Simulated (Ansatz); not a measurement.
An Ansatz (an electronic-structure program) input (DFT with PBE, PAW potentials and a 420 eV plane-wave cutoff in Ansatz, no spin-orbit coupling):

Ansatz 0.2 input:
```yaml
crystal:
  lattice:
    - [3.2840969151, 0, 0]
    - [-1.6420484576, 2.844111357, 0]
    - [0, 0, 5.1993819337]
  atoms:
    - { symbol: Hf, position: [0.6666666667, 0.3333333333, 0.75] }
    - { symbol: Hf, position: [0.3333333333, 0.6666666667, 0.25] }
basis: { ecutwfc: 420, ecutrho_ratio: 4, xc_grid: 2, fft_grid_basis: typed }
kpoints: { mp_grid: { grid: [21, 21, 12] } }
hamiltonian:
  xc: pbe
  dispersion: none
  pseudopotentials: { kind: paw }
scf: { occupations: { method: fermi_dirac, width: 0.1 }, convergence: { dr2_threshold: 0.0000000002 } }
relax: { f_tol: 0.005, max_steps: 50 }
output: { forces: true, stress: true }
checkpoint: { write: state.ck, write_every: 1000 }
```

Which symmetry and how many k-points will the program report, and about how many plane waves at Γ?

Space group P63/mmc (ITA 194) with 24 operations, k-points 336 of 5292, and 965 plane waves at Γ.

And the final pressure?

-6.96 GPa (compression positive).

The cells carry an imposed strain or load. No phonon test of stability was made. All final runs are without spin polarisation. The cell was made from Hf in the hcp (Mg type) structure (space group P6_3/mmc, No. 194) by this change: isotropic strain +2.50 %.
